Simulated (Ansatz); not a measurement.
Take Pt in the fcc (Cu type) structure (space group Fm-3m, No. 225; a = 3.942 Å; relaxed with 0.1 eV smearing) as the base. Axes: x, y, z lie along the cube axes.

Method: Kohn–Sham DFT with the r2SCAN functional, run in Ansatz (an electronic-structure program) with PAW and 500 eV plane waves, no SOC.

Base values:

```
Item                              Value
-----------------------------  --------
Shortest interatomic distance  278.7 pm
```

One thing is altered: biaxial strain +1.25 %, plane normal [111], relaxed out of plane (Cartesian); in-plane vectors clamped, the third vector and the atoms free.

### Question
How does this affect the out-of-plane strain?

### Answer
The out-of-plane strain is -1.47 %.

### Question
Predict the new shortest interatomic distance.

### Answer
The shortest interatomic distance shrinks by 1.5 pm (278.7 pm → 277.2 pm).

### Question
What happens to the in-plane stress?

### Answer
The mean in-plane stress (compression positive) is -3.7 GPa.

Whether these cells are dynamically stable was not tested. The final runs are not spin-polarised.
